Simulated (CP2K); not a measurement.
CP2K run on Ca (Fm-3m, 1 atom in the cell): self-consistent single point.

Method: CP2K with PBE, GPW, TZVP-MOLOPT-SR-GTH basis, GTH-PBE potentials (GTH_POTENTIALS).

The change in words: lattice scaled by 0.98. Reference geometry:
```
CELL_PARAMETERS angstrom
      3.94566     0.00000     0.00000
      1.97283     3.41704     0.00000
      1.97283     1.13901     3.22161
ATOMIC_POSITIONS crystal
  Ca 0.00000 0.00000 0.00000
```

Reference input (self-consistent single point, DFT PBE, GPW, TZVP-MOLOPT-SR-GTH basis, GTH-PBE potentials (GTH_POTENTIALS)): CUTOFF = 500 Ry; REL_CUTOFF = 50 Ry; SMEAR/METHOD = GAUSSIAN; SIGMA = 0.2 eV; KPOINTS/SCHEME = MONKHORST-PACK 8 8 8; GAMMA_CENTERED = T; XC_FUNCTIONAL = PBE; Ca/BASIS_SET = TZVP-MOLOPT-SR-GTH-q10; Ca/POTENTIAL = GTH-PBE-q10; METHOD = GPW; EPS_DEFAULT = 1e-11; NGRIDS = 5. This run's input differs from it in these lines:

```diff
@@ -64,5 +64,5 @@
     &CELL
-      A 3.94565600 0.00000000 0.00000000
-      B 1.97282800 3.41703800 0.00000000
-      C 1.97282800 1.13901300 3.22161500
+      A 3.86674300 0.00000000 0.00000000
+      B 1.93337100 3.34869700 0.00000000
+      C 1.93337100 1.11623200 3.15718200
       PERIODIC XYZ
```

Log, with long lists cut:

```
 SCF WAVEFUNCTION OPTIMIZATION

  Step     Update method      Time    Convergence         Total energy    Change
     1 NoMix/Diag. 0.20E+00      -     0.77282468       -36.8317771503 -3.68E+01
     2 Broy./Diag. 0.20E+00      -     0.00519775       -36.4584101160  3.73E-01
     3 Broy./Diag. 0.20E+00      -     0.02812038       -36.6361297500 -1.78E-01
     4 Broy./Diag. 0.20E+00      -     0.00112498       -36.7395192369 -1.03E-01
     5 Broy./Diag. 0.20E+00      -     0.00155702       -36.7290418384  1.05E-02
     6 Broy./Diag. 0.20E+00      -     0.00065228       -36.7255832399  3.46E-03
   [... 6 lines left out ...]
    13 Broy./Diag. 0.20E+00      -     0.00000371       -36.7242138631  3.65E-06
    14 Broy./Diag. 0.20E+00      -     0.00000019       -36.7242108269  3.04E-06
    15 Broy./Diag. 0.20E+00      -     0.00000025       -36.7242137295 -2.90E-06
    16 Broy./Diag. 0.20E+00      -     0.00000003       -36.7242134166  3.13E-07
  *** SCF run converged in    16 steps ***

  Overlap energy of the core charge distribution:               0.00000000000000
  Self energy of the core charge distribution:                -72.33199789073799
  Core Hamiltonian energy:                                     16.86414681654480
  Hartree energy:                                              23.84295720084170
  Exchange-correlation energy:                                 -5.09842735792218
  Smearing free energy correction:                             -0.00089218536304
  Fermi energy:                                                 0.16020069758598

  Total energy:                                               -36.72421341661791
  Total energy (extrapolated to sigma->0):                    -36.72376732393639

   [... lines left out ...]

 STRESS| Analytical stress tensor [bar]
 STRESS|                        x                   y                   z
 STRESS|      x        6.70107426193E+03   3.27774110040E-01   2.31771368028E-01
 STRESS|      y        3.27774110040E-01   6.70076631911E+03   1.19574446189E-01
 STRESS|      z        2.31771368028E-01   1.19574446189E-01   6.70067351290E+03
 STRESS| 1/3 Trace                                             6.70083803131E+03
```

The run converged in 16 iterations. Against the reference run the free energy rises by 1.7 meV/atom and the pressure goes from -0.41 to 0.67 GPa.

The starting cell has typed, rounded lattice constants, without a prior relaxation at this level. For this run, on top of that: lattice scaled by 0.98. Values carry the incompleteness of an atom-centred basis.
